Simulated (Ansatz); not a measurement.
# Several settings converged on ZrOs (P4mm, 2 atoms in the cell)

```
CELL_PARAMETERS angstrom
      3.28632     0.00000     0.00000
      0.00000     3.28632     0.00000
      0.00000     0.00000     3.28632
ATOMIC_POSITIONS crystal
  Zr 0.50000 0.50000 0.51521
  Os 0.00000 0.00000 0.00000
```

Base method: PBEsol, default PAW files made with PBE (plane waves; Ansatz, a quantum-chemistry and plane-wave program).

Base settings: basis.ecutwfc = 420 eV; kpoints.mp_grid.grid = 10 10 10; hamiltonian.xc = pbesol; hamiltonian.pseudopotentials = {kind: paw} (the program's default PAW files); scf.occupations.method = gaussian; scf.occupations.width = 0.1 eV.

The count of work is k-points × plane waves × bands × iterations; it is no time. 

**The k-point mesh at a smearing width of 0.02 eV**

In this ladder: scf.occupations.width = 0.02 eV.

Only quantities that move along the ladder and can be compared are tabulated.

| kpoints.mp_grid.grid | free energy less the last step's (meV/atom) | pressure (GPa) | largest difference of a force vector from the last step's (eV/Å) | count of work / last |
|---|---|---|---|---|
| 4 4 4 | 88.71 | -6.38 | 0.021 | 0.015 |
| 5 5 5 | -20.54 | -7.85 | 0.016 | 0.015 |
| 6 6 6 | 34.55 | -6.71 | 0.032 | 0.034 |
| 8 8 8 | 6.02 | -7.54 | 0.009 | 0.063 |
| 9 9 9 | 4.53 | -7.33 | 0.008 | 0.063 |
| 11 11 11 | 3.00 | -7.31 | 0.003 | 0.11 |
| 13 13 13 | 1.95 | -7.29 | 0.003 | 0.17 |
| 20 20 20 | 0.18 | -7.38 | 0.004 | 0.61 |
| 24 24 24 | 0.00 | -7.41 | 0.000 | 1.0 |

Coarsest kpoints.mp_grid.grid that holds the forces within 0.01 eV/Å of the last step, with all finer ones: 8 8 8, at 0.063 of the last step's count of work; the step before is off by 0.032 eV/Å.

Coarsest kpoints.mp_grid.grid that holds the free energy within 5 meV/atom of the last step, with all finer ones: 9 9 9, at 0.063 of the last step's count of work; the step before is off by 6.0 meV/atom.

Coarsest kpoints.mp_grid.grid that holds the pressure within 0.5 GPa of the last step, with all finer ones: 8 8 8, at 0.063 of the last step's count of work; the step before is off by 0.70 GPa.

**The width of Fermi-Dirac smearing**

In this ladder: kpoints.mp_grid.grid = 16 16 16; scf.occupations.method = fermi_dirac.

Narrow widths need finer meshes than wide ones, so the last steps can hold mesh noise.

Only quantities that move along the ladder and can be compared are tabulated; pressure and forces are left out, as mesh noise rules them at narrow widths.

```tsv
scf.occupations.width	free energy less the last step's (meV/atom)	energy extrapolated to zero width less the last step's (meV/atom)
1 eV	-1260.12	232.76
0.5 eV	-207.95	80.95
0.3 eV	-49.15	18.77
0.2 eV	-16.24	4.28
0.1 eV	-2.74	-0.08
0.05 eV	0.00	0.00
```

Widest scf.occupations.width that holds the free energy within 5 meV/atom: not settled: the last two steps still differ by 2.7 meV/atom, over half the tolerance, so the ladder does not show it.

Widest scf.occupations.width that holds the energy extrapolated to zero width within 0.5 meV/atom of the last step, with all finer ones: 0.1 eV; the step before is off by 4.3 meV/atom.

**The width of cold smearing**

In this ladder: kpoints.mp_grid.grid = 16 16 16; scf.occupations.method = cold.

Narrow widths need finer meshes than wide ones, so the last steps can hold mesh noise.

Only quantities that move along the ladder and can be compared are tabulated; pressure and forces are left out, as mesh noise rules them at narrow widths.

```tsv
scf.occupations.width	free energy less the last step's (meV/atom)
0.5 eV	2.38
0.3 eV	0.13
0.2 eV	-0.10
0.1 eV	-0.08
0.05 eV	0.00
```

Widest scf.occupations.width that holds the free energy within 0.5 meV/atom of the last step, with all finer ones: 0.3 eV; the step before is off by 2.4 meV/atom.

On the base run: the starting cell comes from a database of computed structures (which also holds hypothetical and non-ambient phases and stackings), without a prior relaxation at this level. Its lattice was rescaled by up to half a per cent. One atom was moved a little off its site on purpose. Spin polarisation is off. In the base run, with a pressure of about -8 GPa the cell is away from its equilibrium volume at this level. Ansatz's pressure includes its estimate of the finite-basis (Pulay) stress.

Left out of this page: 4 runs of the series outside the window shown, repeating another row's setting, or not comparable; 1 run of the series unsound by tests on forces, stress, charge or solver warnings.

Keys are those of Ansatz 0.2.
